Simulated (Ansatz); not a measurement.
## Hypothetical P4/mmm W2N, response to strain

The reference is W2N (space group P4/mmm, No. 123; a hypothetical phase, not in the database extracts checked; relaxed with 0.1 eV smearing).

```
W2N
1.0
    2.96365     0.00000     0.00000
    0.00000     2.96365     0.00000
    0.00000     0.00000     4.16058
W N
2 1
Direct
  0.00000   0.00000   0.00000
  0.50000   0.50000   0.50000
  0.50000   0.50000   0.00000
```

Cartesian axes are those of the cell as printed.

Strains are applied to the cell and any free atomic positions relax; under stress the whole cell relaxes.

The values are results of Kohn–Sham DFT with the PBE-D3(BJ) functional, run in Ansatz (an electronic-structure program) with PAW and 420 eV plane waves, without spin-orbit coupling, not measurements.

Notes on the quantities. pressure: mean of the normal stresses, compression positive; energy relative to the base: free energy F.

```csv
case,pressure,energy relative to the base,volume per atom,space group
base,0.0 GPa,0 meV/atom,12.18 Å³,P4/mmm (No. 123)
uniaxial strain ε_xx = −1.55 %,5.8 GPa,+5.3 meV/atom,11.99 Å³,Pmmm (No. 47)
"uniaxial stress, 2 GPa compression along z",–,+0.2 meV/atom,12.16 Å³,P4/mmm (No. 123)
tensor shear ε_xz = +0.49 %,0.0 GPa,+0.6 meV/atom,12.18 Å³,P2/m (No. 10)
tensor shear ε_yz = −1.39 %,0.2 GPa,+4.9 meV/atom,12.18 Å³,P2/m (No. 10)
```

Stability under load was not tested beyond the relaxation. The base started in P4/nmm and relaxed to P4/mmm at this level. The final runs are not spin-polarised. An odd electron count without spin: W2N. The program warned that a D3 coordination switch lies within reach, so dispersion energies are less smooth here.
